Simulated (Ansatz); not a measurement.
SrZrO3, pressure series

Consider SrZrO₃ (space group P4mm, No. 99; a = 4.111 Å, c = 4.192 Å; a cell from a computed database, its experimental status unchecked).

Cell and atoms are relaxed at each pressure.

Level of theory: Ansatz (an electronic-structure program) PBEsol, no spin-orbit coupling.

Candidates:
(a) pressure 7.5 GPa
(b) pressure 3 GPa
(c) pressure 5 GPa
(d) pressure −2 GPa
(e) pressure 0.3 GPa

Before the change:

The band gap comes out as 3.35 eV.

Q: Order them by band gap, lowest first.

A: (d) pressure −2 GPa (3.32 eV), (e) pressure 0.3 GPa (3.36 eV), (b) pressure 3 GPa (3.39 eV), (c) pressure 5 GPa (3.41 eV), (a) pressure 7.5 GPa (3.44 eV)

Load acts through the strain it causes; cell and atoms are relaxed under it. No phonon test of stability was made. Competing high-pressure phases were not computed.
